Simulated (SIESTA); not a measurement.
A user runs SIESTA on Na2CuPdF6 (Fm-3m, 10 atoms in the cell) and asks whether the run is sound. The aim is a self-consistent single point with DFT, GGA PBEsol, numerical atomic orbitals DZP, PseudoDojo PBEsol standard norm-conserving potentials (rewritten from UPF to PSML).

The input file:

```
# files in the folder: Na.psml Cu.psml Pd.psml F.psml (PseudoDojo PBEsol standard)
SystemName  Na2CuPdF6
SystemLabel Na2CuPdF6

NumberOfAtoms                10
NumberOfSpecies              4
%block ChemicalSpeciesLabel
  1 11 Na
  2 29 Cu
  3 46 Pd
  4 9 F
%endblock ChemicalSpeciesLabel
LatticeConstant              1.0 Ang
%block LatticeVectors
     0.000000000    4.131025000    4.131025000
     4.131025000    0.000000000    4.131025000
     4.131025000    4.131025000    0.000000000
%endblock LatticeVectors
AtomicCoordinatesFormat      ScaledCartesian
%block AtomicCoordinatesAndAtomicSpecies
     6.196537500    6.196537500    6.196537500  1
     2.065512500    2.065512500    2.065512500  1
     4.131025000    4.131025000    4.131025000  2
     0.000000000    0.000000000    0.000000000  3
     2.123181609    4.131025000    4.131025000  4
     6.138868391    4.131025000    4.131025000  4
     4.131025000    2.123181609    4.131025000  4
     4.131025000    6.138868391    4.131025000  4
     4.131025000    4.131025000    2.123181609  4
     4.131025000    4.131025000    6.138868391  4
%endblock AtomicCoordinatesAndAtomicSpecies

XC.functional                GGA
XC.authors                   PBEsol
PAO.BasisSize                DZP
PAO.EnergyShift              0.01 Ry
MeshCutoff                   300 Ry
%block kgrid.MonkhorstPack
    8   0   0  0.0
    0   8   0  0.0
    0   0   8  0.0
%endblock kgrid.MonkhorstPack
OccupationFunction           MP
OccupationMPOrder            1
ElectronicTemperature        0.2 eV

MaxSCFIterations             150
SCF.Mixer.Method             Pulay
SCF.Mixer.Weight             0.1
SCF.Mixer.History            8
SCF.DM.Tolerance             1.0E-01
SCF.H.Tolerance              1.0 eV
Diag.ParallelOverK           true
WriteForces                  true
```

The program printed (abridged):

```
reinit: Reading from file input.fdf

reinit: System Name: Na2CuPdF6
reinit: System Label: Na2CuPdF6

coor:   Atomic-coordinates input format  =     Cartesian coordinates
coor:                                          (in units of alat)

siesta: Atomic coordinates (Bohr) and species
   [... lines left out ...]
diag: Orthogonalization factor                      =  0.100E-05
diag: Memory factor                                 =  1.0000

superc: Internal auxiliary supercell:     5 x     5 x     5  =     125
superc: Number of atoms, orbitals, and projectors:   1250  16750  16250

                        Single-point calculation

superc: Internal auxiliary supercell:     5 x     5 x     5  =     125
superc: Number of atoms, orbitals, and projectors:   1250  16750  16250

outcell: Unit cell vectors (Ang):
        0.000000    4.131025    4.131025
        4.131025    0.000000    4.131025
        4.131025    4.131025    0.000000

outcell: Cell vector modules (Ang)   :    5.842152    5.842152    5.842152
outcell: Cell angles (23,13,12) (deg):     60.0000     60.0000     60.0000
outcell: Cell volume (Ang**3)        :    140.9949
new_DM -- step:     1
Initializing Density Matrix...

Attempting to read DM from file... Failed...
DM filled with atomic data:

InitMesh: MESH = 50 x 50 x 50 = 125000
InitMesh: Mesh cutoff (required, used) =   300.000   303.660 Ry

stepf: Methfessel-Paxton step function
       Using Hermite-Gauss polynomials of order  1
        iscf     Eharris(eV)        E_KS(eV)     FreeEng(eV)     dDmax    Ef(eV) dHmax(eV)
   scf:    1   -13615.504651   -14751.891666   -14751.985364  1.848175  1.538185168.802034
   scf:    2   -15109.844933   -15285.928277   -15285.935550  1.178674 -2.571584 28.649389
   scf:    3   -15316.061901   -15302.426181   -15302.425235  0.259576 -3.898835 19.973934
   scf:    4   -15259.352262   -15304.067064   -15304.069329  0.379345 -5.050341 19.949315
   scf:    5   -15131.789869   -15232.998471   -15233.000863  0.557573 -2.301235 59.434645
   [... 6 lines left out ...]
   scf:   12   -15315.825836   -15315.954624   -15315.958672  0.029434 -4.892723  1.618381
   scf:   13   -15315.337017   -15315.693634   -15315.695219  0.028544 -4.940652  3.435216
   scf:   14   -15314.173190   -15315.646616   -15315.655747  0.082788 -4.877145  3.667599
   scf:   15   -15316.086235   -15316.048650   -15316.054685  0.041053 -4.938606  0.206212
SCF Convergence by DM+H criterion
max |DM_out - DM_in|         :     0.0410525566
max |H_out - H_in|      (eV) :     0.2062117568
SCF cycle converged after 15 iterations

Using DM_out to compute the final energy and forces

siesta: E_KS(eV) =           -15316.0486

siesta: E_KS - E_eggbox =    -15316.0486

siesta: Atomic forces (eV/Ang):
     1   -0.000000   -0.000000   -0.000000
     2    0.000000    0.000000    0.000000
     3    0.000000   -0.000000    0.000000
     4   -0.000000   -0.000000    0.000000
     5    0.002330   -0.000021   -0.000021
     6   -0.002330    0.000021    0.000021
     7   -0.000021    0.002330   -0.000021
     8    0.000021   -0.002330    0.000021
     9   -0.000021   -0.000021    0.002329
    10    0.000021    0.000021   -0.002329
   [... lines left out ...]
siesta: FreeEng =    -15316.054685
   [... lines left out ...]
siesta:    -0.000381    0.035416   -0.000381
siesta:    -0.000381   -0.000381    0.035416

siesta: Cell volume =        140.994920 Ang**3

siesta: Pressure (static):
siesta:                Solid            Molecule  Units
siesta:          -0.00038573         -0.00038501  Ry/Bohr**3
siesta:          -0.03541614         -0.03534977  eV/Ang**3
siesta:         -56.74290535        -56.63657888  kBar
```

Problem. Can these results be used? Check the input.

Solution. The results are close to the sound ones and would serve for rough work. The doubtful point is a convergence threshold that is too loose. A loop that stops early leaves an energy error of second order in the density error, but errors of first order in forces and stress. The run converged in 15 iterations without an error; against the sound input the free energy hardly moves (within 1 meV/atom), the pressure hardly changes (-5.71 to -5.67 GPa) and the largest force goes from 0.025 to 0.002 eV/Å.

The sound input it was made from differs as follows (other fixes are possible):
```diff
-SCF.DM.Tolerance             1.0E-01
-SCF.H.Tolerance              1.0 eV
+SCF.DM.Tolerance             1.0E-04
```

With that input, the run converged in 26 iterations: free energy E − TS -15316.0598 eV; Fermi level (on the code's own zero) -4.97 eV; pressure -5.71 GPa; largest force (vector length) 0.025 eV/Å (DFT, GGA PBEsol, numerical atomic orbitals DZP, PseudoDojo PBEsol standard norm-conserving potentials (rewritten from UPF to PSML)).

On the sound input: the starting cell comes from a database of computed structures (which also holds hypothetical and non-ambient phases and stackings), without a prior relaxation at this level. Spin polarisation is off; with an odd number of electrons in the cell that forces a metal, and a magnetic state may lie lower. Values carry the incompleteness of an atom-centred basis. With a pressure of about -6 GPa the cell is away from its equilibrium volume at this level.
